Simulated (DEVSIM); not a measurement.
# Schottky contact on n-type Si

Device: Schottky contact on n-type Si, at 300 K.

| layer (left to right) | material | thickness (μm) | Nd (cm⁻³) | τn (s) | τp (s) |
|---|---|---|---|---|---|
| 1 | Si | 7.10 | 1.6e16 | 0.00073 | 0.00073 |

Left contact: Schottky, work function 4.65 eV, emission velocity 1.6e6 cm/s. Right contact: ohmic. Voltage is applied to the left contact. Recombination: SRH at mid-gap, Auger. Mobility is constant in doping.

The device is made up for the run: typed textbook-type constants, with dimensions and the other settings drawn at random. Values at 300 K.

```
parameter           Si
-------------  -------
gap (eV)         1.124
affinity (eV)     4.05
permittivity      11.7
Nc (cm⁻³)      2.86e19
Nv (cm⁻³)       3.1e19
μn (cm²/Vs)       1417
μp (cm²/Vs)        470
Cn (cm⁶/s)     2.8e-31
Cp (cm⁶/s)     9.9e-32
```

DEVSIM, 1D drift-diffusion, Boltzmann statistics, complete ionisation; no tunnelling, impact ionisation, image-force lowering or self-heating. Metal contacts follow the ideal Schottky-Mott rule: no Fermi-level pinning, no interface dipoles.

| Item | Value |
|---|---|
| Potential step across the device at zero bias | 0.406 V |
| Largest field in the device at zero bias | 43000 V/cm |
| Dark forward voltage at 1 A/cm² | 0.193 V |
| Dark forward voltage at 100 A/cm² | 0.334 V |

Dark forward current:

```json
[
 {"V (V)": "0.05", "J (A/cm²)": "0.0035"},
 {"V (V)": "0.10", "J (A/cm²)": "0.028"},
 {"V (V)": "0.15", "J (A/cm²)": "0.19"},
 {"V (V)": "0.20", "J (A/cm²)": "1.3"},
 {"V (V)": "0.25", "J (A/cm²)": "8.6"},
 {"V (V)": "0.30", "J (A/cm²)": "45"},
 {"V (V)": "0.35", "J (A/cm²)": "140"},
 {"V (V)": "0.40", "J (A/cm²)": "300"},
 {"V (V)": "0.45", "J (A/cm²)": "490"},
 {"V (V)": "0.50", "J (A/cm²)": "700"},
 {"V (V)": "0.55", "J (A/cm²)": "920"},
 {"V (V)": "0.60", "J (A/cm²)": "1100"},
 {"V (V)": "0.65", "J (A/cm²)": "1400"},
 {"V (V)": "0.70", "J (A/cm²)": "1600"},
 {"V (V)": "0.75", "J (A/cm²)": "1900"},
 {"V (V)": "0.80", "J (A/cm²)": "2100"}
]
```

Dark reverse current:

```csv
V (V),J (A/cm²)
-0.40,-0.00060
-1.00,-0.00060
-2.00,-0.00060
-3.00,-0.00061
-4.00,-0.00061
-6.00,-0.00061
-8.00,-0.00061
-10.00,-0.00061
```
